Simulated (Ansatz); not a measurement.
# CdS: uniaxial strain ε_zz = +2.00 %

The parent structure is CdS in the zinc blende structure (space group F-43m, No. 216; a = 5.757 Å). Axes: x, y, z lie along the cube axes.

One thing is altered: uniaxial strain ε_zz = +2.00 %, all other strain components held at zero, atoms relaxed at fixed cell.

Method: LDA, PAW, 420 eV (Ansatz, a program for electronic structure; no SOC). k-mesh 10×10×10 (Γ-centred); smearing 0.05 eV (Fermi–Dirac).

* **Volume per atom**: 24.32 Å³ (base 23.85 Å³)
* **Space group**: I-4m2 (No. 119) (base F-43m (No. 216))
* **Shortest interatomic distance**: 2.509 Å (base 2.493 Å)
* **Energy relative to the base (free energy F)**: +2.4 meV/atom
* **Pressure (mean of the normal stresses, compression positive)**: -1.30 GPa (base 0.00 GPa)
* **Band gap**: 0.88 eV (base 0.95 eV)
* **Gap character**: direct at Γ (base direct at Γ)
* **Electron mass**: 0.10 mₑ (at Γ) (base 0.10 mₑ (at Γ))
* **Valence-band top at Γ (three highest levels, from the VBM)**: 0.00, 0.00, -0.06 eV (base 0.00, 0.00, 0.00 eV)
* **Stress (xx, yy, zz, yz, xz, xy; compression positive)**: (-1.15, -1.15, -1.60, 0.00, 0.00, 0.00) GPa

Final structure:

```yaml
crystal:
  lattice:
    - [0.00000, 2.87831, 2.93587]
    - [2.87831, 0.00000, 2.93587]
    - [2.87831, 2.87831, 0.00000]
  atoms:
    - { symbol: Cd, position: [0.00000, 0.00000, 0.00000] }
    - { symbol: S, position: [0.25000, 0.25000, 0.25000] }
```

Cost of the whole job for the changed cell (relaxation, final SCF and bands): around 26 core-seconds (rough).

Masses are band curvatures over ±0.01 Å⁻¹ around the edge. No phonon test of stability was made. Labels are those of the standard path for the cell's own space group.
